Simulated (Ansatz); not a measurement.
Input:

```yaml
crystal:
  lattice:
    - [0.00000, 2.26010, 2.26010]
    - [2.26010, 0.00000, 2.26010]
    - [2.26010, 2.26010, 0.00000]
  atoms:
    - { symbol: B, position: [0.00000, 0.00000, 0.00000] }
    - { symbol: P, position: [0.25000, 0.25000, 0.25000] }
```

Method: r2SCAN, rigid bands (plane waves, PAW, scalar-relativistic; Ansatz, a quantum-chemistry and plane-wave program). Condition of this run: functional r2SCAN on the same cell. Geometry: cell and atoms relaxed with PBEsol.

Question: Predict the hole conductivity mass (n e² τ/σ) at 300 K, by direction if it differs.

Answer: 0.36 mₑ.

Question: What conductivity effective mass do dilute electrons have at 300 K?

Answer: 0.32 mₑ.

Question: And the band gap?

Answer: 1.40 eV at this level; semilocal functionals usually fall short of the measured gap.

Rigid bands, one relaxation time for all states, no polarons. Spin-orbit coupling is left out; where it splits the top of the valence band it changes the hole mass and lowers the gap by about a third of the splitting. Geometry: cell and atoms relaxed with PBEsol.
